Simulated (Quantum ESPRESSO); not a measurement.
A user runs Quantum ESPRESSO on MgCo4O8 (F-43m, 13 atoms in the cell) and asks whether the run is sound. The aim is a self-consistent single point with DFT, PBEsol, plane waves, SSSP 1.1.2 efficiency (PBE) pseudopotentials.

Cell that was meant: a = 5.8205 Å, b = 5.8205 Å, c = 5.8205 Å, α = 60.00°, β = 60.00°, γ = 60.00°.

Part of the input:

```fortran
  occupations = 'smearing',
  smearing = 'mp',
  degauss = 0.0073499,
  tot_charge = 1,
  input_dft = 'pbesol',
/
&electrons
```

The program printed (abridged):

```
     file Mg.pbe-n-kjpaw_psl.0.3.0.UPF: wavefunction(s)  3S renormalized
   [... lines left out ...]
        k(    1) = (   0.0589256   0.0589256   0.0589256), wk =   0.0185185
        k(    2) = (   0.1767767   0.1767767  -0.0589256), wk =   0.0555556
        k(    3) = (   0.2946278   0.2946278  -0.1767767), wk =   0.0555556
   [... 25 lines left out ...]

     Dense  grid:   146687 G-vectors     FFT dimensions: (  75,  75,  75)

     Smooth grid:    51733 G-vectors     FFT dimensions: (  54,  54,  54)

     Initial potential from superposition of free atoms

     starting charge     113.9990, renormalised to     117.0000
     Self-consistent Calculation

     iteration #  1     ecut=    55.00 Ry     beta= 0.70

     total energy              =   -1543.16720978 Ry
     estimated scf accuracy    <      18.29635651 Ry

     iteration #  2     ecut=    55.00 Ry     beta= 0.70

     total energy              =   -1546.26118217 Ry
     estimated scf accuracy    <     124.38784594 Ry

     iteration #  3     ecut=    55.00 Ry     beta= 0.70

     total energy              =   -1554.97641533 Ry
     estimated scf accuracy    <       4.62061046 Ry

   [... 11 blocks of this kind left out ...]

     iteration # 15     ecut=    55.00 Ry     beta= 0.70

     total energy              =   -1555.45190794 Ry
     estimated scf accuracy    <          6.4E-11 Ry

     iteration # 16     ecut=    55.00 Ry     beta= 0.70
     End of self-consistent calculation

     the Fermi energy is     7.1609 ev

!    total energy              =   -1555.45190794 Ry
     estimated scf accuracy    <          2.6E-12 Ry
     smearing contrib. (-TS)   =      -0.00071925 Ry
     internal energy E=F+TS    =   -1555.45118869 Ry

     convergence has been achieved in  16 iterations

     Forces acting on atoms (cartesian axes, Ry/au):

     atom    1 type  1   force =     0.00000000   -0.00000000   -0.00000000
     atom    2 type  2   force =     0.00017392    0.00017392    0.00017392
     atom    3 type  2   force =     0.00017392   -0.00017392   -0.00017392
     atom    4 type  2   force =    -0.00017392   -0.00017392    0.00017392
   [... lines left out ...]

     Total force =     0.161047     Total SCF correction =     0.000009

          total   stress  (Ry/bohr**3)                   (kbar)     P=     -353.89
  -0.00240570  -0.00000000  -0.00000000         -353.89       -0.00       -0.00
  -0.00000000  -0.00240570  -0.00000000           -0.00     -353.89       -0.00
  -0.00000000  -0.00000000  -0.00240570           -0.00       -0.00     -353.89

   JOB DONE.
```

### Question
Is anything amiss in this input, and did it matter?

### Answer
The run is not sound. The fault is an unintended net charge. A charged periodic cell changes the electron count and is neutralised by a uniform background, so energy, forces and pressure belong to another system. To fix it, remove the charge. The run converged in 16 iterations without an error; against the sound input the pressure goes from -18.18 to -35.39 GPa and the largest force goes from 1.589 to 1.810 eV/Å.

An input that runs soundly differs in these lines (not the only fix; some lines may just follow from the change or write a value another way):
```diff
-  tot_charge = 1,
```

With that input, the run converged in 17 iterations: free energy E − TS -21155.6318 eV; Fermi level (on the code's own zero) 7.58 eV; pressure -18.18 GPa; largest force (vector length) 1.589 eV/Å (DFT, PBEsol, plane waves, SSSP 1.1.2 efficiency (PBE) pseudopotentials).

On the sound input: the starting cell comes from a database of computed structures (which also holds hypothetical and non-ambient phases and stackings), without a prior relaxation at this level. Spin polarisation is off, so a magnetic state, if there is one, cannot be reached. With a pressure of about -18 GPa the cell is away from its equilibrium volume at this level. Forces in this geometry exceed 1 eV/Å.
